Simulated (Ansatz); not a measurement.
```
Cu
1.0
   -0.00459     1.77637     1.79038
    1.77637    -0.00459     1.79038
    1.77178     1.77178     0.00000
Cu
1
Cartesian
  0.00000   0.00000   0.00000
```

Calculation: PBEsol, rigid bands (plane waves, PAW, scalar-relativistic; Ansatz, a first-principles code). Condition of this run: uniaxial stress along [110] of 1 GPa (compression positive) (the target of the relaxation). Cell: cell and atoms relaxed with PBEsol, then loaded as said.

**Question.** For narrow interconnects the product ρ₀λ of bulk resistivity and mean free path ranks metals, the lower the better. What is it here?

**Answer.** 6.5 ×10⁻¹⁶ Ω·m².

**Question.** And the Drude plasma energy and the root-mean-square Fermi velocity at 300 K?

**Answer.** 9.1 eV; 1.1e6 m/s.

A metal at this level (no band gap); rigid bands, thermally averaged at 300 K, both spins. Spin-orbit coupling is left out. τ is one relaxation time for all states; the product of resistivity and mean free path takes one path for all states instead.
